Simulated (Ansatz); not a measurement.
The starting structures come from a database of crystals and need not be the phases stable at ambient conditions.

By PBEsol, the system below comes out a metal.

A figure of merit of an interconnect metal is its ballistic conductance per area.

```
CELL_PARAMETERS angstrom
      3.39047     0.00000     0.00000
      0.00000     3.39047     0.00000
      0.00000     0.00000     3.39047
ATOMIC_POSITIONS crystal
  Sc 0.50000 0.50000 0.50000
  Au 0.00000 0.00000 0.00000
```

The cell is taken as given; by PBEsol it stands under a pressure of -3.4 GPa.

The current flows along the normal of the first two printed cell vectors, the (001) plane of the conventional cell. No spin-orbit coupling; the value is a mean over 0.1 eV about the Fermi level.

Estimate the ballistic conductance per area that PBEsol in Ansatz (a first-principles code) returns for this system.

0.72 × 10¹⁵ S/m² for both spins.
